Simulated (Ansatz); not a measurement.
## Several settings converged on SrMn2Ge2 (I4mm, 5 atoms in the cell)

```xyz
5
Lattice="-2.0307 2.0307 5.7357 2.0307 -2.0307 5.7357 2.0307 2.0307 -5.7357" Properties=species:S:1:pos:R:3 pbc="T T T"
Sr     0.0000     0.0000     0.0500
Mn     0.0000     2.0307     2.8678
Mn     2.0307     0.0000     2.8678
Ge     0.0000     0.0000     7.2701
Ge     0.0000     0.0000     4.2013
```
Moments meant for the start (each program seeds them in its own way; μB, in the order of the atoms Sr Mn Mn Ge Ge): 0.0 4.0 4.0 0.0 0.0.

Base method: PBEsol, default PAW files made with PBE (plane waves; Ansatz, an electronic-structure program).

Base settings: basis.ecutwfc = 30.9 Ry; kpoints.mp_grid.grid = 5 5 5; hamiltonian.xc = pbesol; hamiltonian.pseudopotentials = {kind: paw} (the program's default PAW files); magnetization.spin_polarized = true; scf.occupations.method = fermi_dirac; scf.occupations.width = 0.0073 Ry.

The count of work is k-points × plane waves × bands × iterations; it is no time. Core times come from one kind of shared machine, to one figure; runs under 30 s give none.

**The k-point mesh**

Only quantities that move along the ladder and can be compared are tabulated.

```csv
kpoints.mp_grid.grid,free energy less the last step's (meV/atom),pressure (GPa),largest difference of a force vector from the last step's (eV/Å),net moment (μB/atom),count of work / last,core time / last (rough)
2 2 2,34.00,-3.96,0.245,0.842,0.039,–
3 3 3,4.99,-3.80,0.013,0.833,0.059,–
4 4 4,2.72,-3.50,0.015,0.848,0.13,–
5 5 5,-0.75,-3.29,0.017,0.874,0.18,–
7 7 7,-0.20,-3.37,0.005,0.866,0.39,0.4
9 9 9,0.06,-3.39,0.002,0.864,0.74,0.8
10 10 10,0.00,-3.38,0.000,0.864,1.0,1
```

Coarsest kpoints.mp_grid.grid that holds the pressure within 0.1 GPa of the last step, with all finer ones: 5 5 5, at 0.18 of the last step's count of work; the step before is off by 0.12 GPa.

Coarsest kpoints.mp_grid.grid that holds the forces within 0.01 eV/Å of the last step, with all finer ones: 7 7 7, at 0.39 of the last step's count of work and about 0.4 of the last step's time; the step before is off by 0.017 eV/Å.

Coarsest kpoints.mp_grid.grid that holds the free energy within 0.5 meV/atom of the last step, with all finer ones: 7 7 7, at 0.39 of the last step's count of work and about 0.4 of the last step's time; the step before is off by 0.75 meV/atom.

**The k-point mesh at a smearing width of 0.02 eV**

In this ladder: scf.occupations.width = 0.0015 Ry.

Only quantities that move along the ladder and can be compared are tabulated.

| kpoints.mp_grid.grid | free energy less the last step's (meV/atom) | pressure (GPa) | largest difference of a force vector from the last step's (eV/Å) | net moment (μB/atom) | count of work / last | core time / last (rough) |
|---|---|---|---|---|---|---|
| 4 4 4 | 4.66 | -3.69 | 0.016 | 0.844 | 0.039 | – |
| 6 6 6 | 0.20 | -3.32 | 0.009 | 0.876 | 0.10 | 0.1 |
| 9 9 9 | 0.23 | -3.50 | 0.005 | 0.860 | 0.26 | 0.3 |
| 12 12 12 | 0.02 | -3.48 | 0.004 | 0.862 | 0.57 | 0.6 |
| 15 15 15 | 0.00 | -3.44 | 0.000 | 0.865 | 1.0 | 1 |

Coarsest kpoints.mp_grid.grid that holds the free energy within 0.5 meV/atom of the last step, with all finer ones: 6 6 6, at 0.10 of the last step's count of work and about 0.1 of the last step's time; the step before is off by 4.7 meV/atom.

Coarsest kpoints.mp_grid.grid that holds the pressure within 0.2 GPa of the last step, with all finer ones: 6 6 6, at 0.10 of the last step's count of work and about 0.1 of the last step's time; the step before is off by 0.25 GPa.

**The k-point mesh at a smearing width of 0.3 eV**

In this ladder: scf.occupations.width = 0.022 Ry.

Only quantities that move along the ladder and can be compared are tabulated.

```tsv
kpoints.mp_grid.grid	largest difference of a force vector from the last step's (eV/Å)	count of work / last	core time / last (rough)
4 4 4	0.014	0.080	–
6 6 6	0.000	0.20	0.2
9 9 9	0.000	0.46	0.4
12 12 12	0.000	1.0	1
```

Coarsest kpoints.mp_grid.grid that holds the forces within 0.01 eV/Å of the last step, with all finer ones: 6 6 6, at 0.20 of the last step's count of work and about 0.2 of the last step's time; the step before is off by 0.014 eV/Å.

On the base run: the starting cell comes from a database of computed structures (which also holds hypothetical and non-ambient phases and stackings), without a prior relaxation at this level. Its lattice was rescaled by up to half a per cent. One atom was moved a little off its site on purpose. The magnetic order is the one reached from the typed start; others were not searched systematically. The program warned that, by what it read of turns of the moments, another magnetic order lies lower. In the base run, with a pressure of about -3 GPa the cell is away from its equilibrium volume at this level. Ansatz's pressure includes its estimate of the finite-basis (Pulay) stress.

Keys are those of Ansatz 0.2.
